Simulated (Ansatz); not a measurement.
**Response to strain in hypothetical P6_422 BAs**

The reference is BAs (space group P6_422, No. 181; a = 3.4587 Å, c = 7.4818 Å; a hypothetical phase, not in the database extracts checked). Axes: x lies along a and z along c of the hexagonal cell.

Strains are applied to the cell and any free atomic positions relax; under stress the whole cell relaxes.

Levels (all Ansatz, a first-principles code, PAW): PBE (420 eV, spin-orbit coupling left out); PBEsol (420 eV, no spin-orbit coupling).

The base cell above is that of PBE; each level relaxes its own structures.

Notes on the quantities. energy relative to the base: free energy F.

| case | energy relative to the base, PBE | energy relative to the base, PBEsol |
|---|---|---|
| isotropic strain +2.49 % | +28 meV/atom | +30 meV/atom |
| uniaxial strain ε_xx = +0.42 % | +0.2 meV/atom | +0.2 meV/atom |
| uniaxial strain ε_zz = −2.90 % | +11 meV/atom | +11 meV/atom |
| uniaxial stress, 5 GPa compression along z | +3.5 meV/atom | +3.3 meV/atom |

The two levels differ by at most about 1.5 meV/atom. They put the cases in the same order.

Beyond what the load breaks, stability against distortions was not tested. The base started in P3_121 and relaxed to P6_422 at this level.
